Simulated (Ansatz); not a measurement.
What pressure 18 GPa does to GaCuSe2

Take GaCuSe2 in the chalcopyrite structure (space group I-42d, No. 122; a = 5.6078 Å, c = 11.0965 Å) as the base.

The change: cell and atoms relaxed at a pressure of 18 GPa.

All numbers come from r2SCAN/PAW in Ansatz (a quantum-chemistry and plane-wave program), no SOC, earlier PAW set. Settings: 8×8×8 k-points, 0.05 eV Fermi–Dirac smearing.

The density rises by 1.04 g/cm³ to 6.58 g/cm³ and the lattice parameter a drops by 0.312 Å (5.608 Å → 5.296 Å). The c/a ratio is still 1.979 and the enthalpy H = E + PV relative to the base's energy is +2.23 eV/atom. The band gap grows by 0.88 eV, from 0.57 eV to 1.45 eV and the gap character remains direct at Γ. The width of the top valence band goes up by 0.43 eV (0.93 eV → 1.36 eV) and the electron mass goes from 0.071 mₑ along c, 0.079 mₑ across (at Γ) to 0.13 mₑ (at Γ). The hole mass changes from 0.083 mₑ along c, 0.68 mₑ across (at Γ) to 0.15 mₑ along c, 0.46 mₑ across (at Γ) and the valence-band top at Γ (three highest levels, from the VBM) remains 0.00, -0.11, -0.11 eV.

Final structure:

```xyz
8
Lattice="-2.6478 2.6478 5.2409 2.6478 -2.6478 5.2409 2.6478 2.6478 -5.2409" Properties=species:S:1:pos:R:3 pbc="T T T"
Cu     0.0000     2.6478     2.6205
Cu     0.0000     0.0000     0.0000
Ga     2.6478     0.0000     2.6205
Ga     0.0000     0.0000     5.2409
Se     1.3239     1.2852    -1.3102
Se     1.3239     1.3626     3.9307
Se     1.3626    -1.3239     6.5512
Se     1.2852     3.9717     1.3102
```

Cost of the whole job for the changed cell (relaxation, final SCF and bands): roughly 13 core-minutes.

Load acts through the strain it causes; cell and atoms are relaxed under it. Effective masses come from finite differences of ±0.01 Å⁻¹. No phonon test of stability was made. Competing high-pressure phases were not computed. All final runs are without spin polarisation.
